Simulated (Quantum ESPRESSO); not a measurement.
# A series of runs on Cs₂AgBiBr₆ (Fm-3m, 10 atoms in the cell)

```
Cs2AgBiBr6
1.0
    0.00000     5.71083     5.71083
    5.71083     0.00000     5.71083
    5.71083     5.71083     0.00000
Cs Ag Bi Br
2 1 1 6
Direct
  0.75000   0.75000   0.75000
  0.25000   0.25000   0.25000
  0.50000   0.50000   0.50000
  0.00000   0.00000   0.00000
  0.74919   0.25081   0.25081
  0.25081   0.74919   0.74919
  0.25081   0.74919   0.25081
  0.74919   0.25081   0.74919
  0.25081   0.25081   0.74919
  0.74919   0.74919   0.25081
```

Base run A: PBE, PseudoDojo standard norm-conserving (PBE) pseudopotentials in Quantum ESPRESSO, self-consistent single point.

Its settings: ecutwfc = 85 Ry; occupations = smearing; smearing = gauss; degauss = 0.00147 Ry; potentials = {Cs: Cs.upf, Ag: Ag.upf, Bi: Bi.upf, Br: Br.upf}; K_POINTS = automatic 2 2 2 0 0 0; conv_thr = 1e-09 Ry; mixing_beta = 0.5.

The starting cell comes from a database of computed structures (which also holds hypothetical and non-ambient phases and stackings), without a prior relaxation at this level. Its lattice was rescaled by a random factor within 2.5 % of one. Spin-orbit coupling is off.

Absolute energies have different zeros for different potentials, functionals, Hubbard and dispersion terms and are not compared across them.

Run A gave: pressure (GPa) 0.59; largest force (eV/Å) 0.030; gap on the mesh (eV) 1.295.

Runs:
- B: ecutwfc: 85 Ry → 90 Ry; potentials: PseudoDojo standard norm-conserving (LDA) [LDA (PW92)]
- C: input_dft: default → rpbe [RPBE]
- D: input_dft: default → revpbe [revPBE]
- E: input_dft: default → blyp [BLYP]
- F: input_dft: default → wc [Wu-Cohen GGA]
- G: input_dft: default → pw91 [PW91]
- H: input_dft: default → vdw-df2 [vdW-DF2]
- I: input_dft: default → vdw-df-cx [vdW-DF-cx]
- J: input_dft: default → rvv10 [rVV10]

### Question
What does run H change against A?

### Answer
The pressure goes from 0.59 to 2.07 GPa, the largest force goes from 0.030 to 0.167 eV/Å and the gap on the mesh goes from 1.295 to 1.338 eV.

### Question
What does run I change against A?

### Answer
The pressure goes from 0.59 to -0.75 GPa, the largest force goes from 0.030 to 0.048 eV/Å and the gap on the mesh goes from 1.295 to 1.254 eV.

### Question
What does run G change against A?

### Answer
The pressure moves little (0.59 to 0.51 GPa), the largest force goes from 0.030 to 0.043 eV/Å and the gap on the mesh goes from 1.295 to 1.276 eV.

```tsv
run	pressure (GPa)	largest force (eV/Å)	gap on the mesh (eV)
A	0.59	0.030	1.295
B	-2.39	0.068	1.123
C	2.06	0.020	1.389
D	1.72	0.009	1.363
E	2.30	0.095	1.292
F	-0.90	0.061	1.177
G	0.51	0.043	1.276
H	2.07	0.167	1.338
I	-0.75	0.048	1.254
J	-0.04	0.151	1.233
```
